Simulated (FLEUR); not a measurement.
Worked example: self-consistent single point of NaSbF6 (Fm-3m, 8 atoms in the cell) in FLEUR.

Method of the run: LDA (Vosko-Wilk-Nusair), all-electron FLAPW (FLEUR), scalar-relativistic valence in FLEUR.

The change in words: lattice scaled by 0.98. Reference geometry:
```xyz
8
Lattice="0.0000 4.1077 4.1077 4.1077 0.0000 4.1077 4.1077 4.1077 0.0000" Properties=species:S:1:pos:R:3 pbc="T T T"
Na     4.1077     4.1077     4.1077
Sb     0.0000     0.0000     0.0000
F      4.1077     4.1077     6.3364
F      4.1077     4.1077     1.8790
F      6.3364     4.1077     4.1077
F      1.8790     4.1077     4.1077
F      4.1077     6.3364     4.1077
F      4.1077     1.8790     4.1077
```

Reference input (self-consistent single point, DFT, LDA (Vosko-Wilk-Nusair), all-electron FLAPW (FLEUR), scalar-relativistic valence): Kmax = 4.8 1/bohr; GmaxXC = 19.2 1/bohr; xcFunctional = vwn; jspins = 1; l_soc = F; mode = hist; fermiSmearingEnergy = 0.00036749 Htr; mesh (inpgen div1-3) = 5 5 5; inpgen gamma flag = false; Gmax = 19.2 1/bohr; numbands = 0; maxIterBroyd = 15. This run's input differs from it in these lines:

```diff
@@ -3,5 +3,5 @@
 &input film=f /
--0.0000000000 4.1077300000 4.1077300000
-4.1077300000 -0.0000000000 4.1077300000
-4.1077300000 4.1077300000 -0.0000000000
+0.0000000000 4.0255750000 4.0255750000
+4.0255750000 0.0000000000 4.0255750000
+4.0255750000 4.0255750000 -0.0000000000
 1.8897261246
@@ -50,5 +50,5 @@
          <bravaisMatrix>
-            <row-1>    0.0000000000000000     7.7624846938031578     7.7624846938031578</row-1>
-            <row-2>    7.7624846938031578     0.0000000000000000     7.7624846938031578</row-2>
-            <row-3>    7.7624846938031578     7.7624846938031578     0.0000000000000000</row-3>
+            <row-1>    0.0000000000000000     7.6072342440366443     7.6072342440366443</row-1>
+            <row-2>    7.6072342440366443     0.0000000000000000     7.6072342440366443</row-2>
+            <row-3>    7.6072342440366443     7.6072342440366443     0.0000000000000000</row-3>
          </bravaisMatrix>
```

The program printed (abridged):

```
 Iteration:     1   Distance:      13.62725201 me/bohr^3
 Iteration:     2   Distance:      12.36146733 me/bohr^3
 Iteration:     3   Distance:       7.66709638 me/bohr^3
 Iteration:     4   Distance:       3.72427764 me/bohr^3
 Iteration:     5   Distance:       1.05745544 me/bohr^3
   [... 8 lines left out ...]
 Iteration:    14   Distance:       0.00010801 me/bohr^3
 Iteration:    15   Distance:       0.00003947 me/bohr^3
 Iteration:    16   Distance:       0.00003472 me/bohr^3
 Iteration:    17   Distance:       0.00000736 me/bohr^3
 Reset of history
 Run finished successfully
 Stop message:
   Structural relaxation: new displacements generated

[file out, last iteration]
             iter=     18
[...]
          total density-effective poten   -1.1895489406E+04
          total charge density-energy d   -2.3800984597E+02
 Updated energy parameters for spin:           1
[...]
 fermi energy and band-weighting factors:
    0.702145    0.719531    0.719531

[...]
FERMIE:
          first approx. to ef    (T=0)  :   0.009330 htr   (energy of the highest occ. eigenvalue)
          number of occ. states  (T=0)  :        330
          first approx. to seigv (T=0)  : -27.542492 htr
          sum of weights of occ. states :  33.000000
          sum of semicore charge        :   0.000000 e
FERHIS:  Fermi-Energy by histogram:
          bandgap                     :   0.218852 htr
   [... lines left out ...]
          charge neutrality (T=0)     :   0.000000    (zero if the highest occ. eigenvalue is "entirely" occupied)
 Direct bandgap for spin            1 :   0.21938706767625221       Htr
 ---->    free energy=                     -7235.9957585852 htr
   [... lines left out ...]
 TOTAL FORCE FOR ATOM TYPE=  1  X=  7.607   Y=  7.607   Z=  7.607
                       FX_TOT= 0.000000 FY_TOT= 0.000000 FZ_TOT= 0.000000
 TOTAL FORCE FOR ATOM TYPE=  2  X=  0.000   Y=  0.000   Z=  0.000
                       FX_TOT= 0.000000 FY_TOT= 0.000000 FZ_TOT= 0.000000
 TOTAL FORCE FOR ATOM TYPE=  3  X=  0.000   Y=  0.000   Z= -3.480
                       FX_TOT= 0.000000 FY_TOT= 0.000000 FZ_TOT=-0.019370
```

The run converged in 17 iterations. FLEUR gives forces in its relaxation mode, with a further iteration, so its stop message speaks of a relaxation. Against the reference run the free energy goes up by 14.6 meV/atom, the largest force goes from 0.075 to 0.996 eV/Å and the gap on the mesh goes from 5.331 to 5.955 eV.

The starting cell comes from a database of computed structures (which also holds hypothetical and non-ambient phases and stackings), without a prior relaxation at this level. Its lattice was rescaled by a random factor within 2.5 % of one. For this run, on top of that: lattice scaled by 0.98. Spin-orbit coupling is off. Values depend on the basis (sphere radii, cutoffs, local orbitals), which need not be converged.

Cost on one core of a shared machine: roughly 6 min.
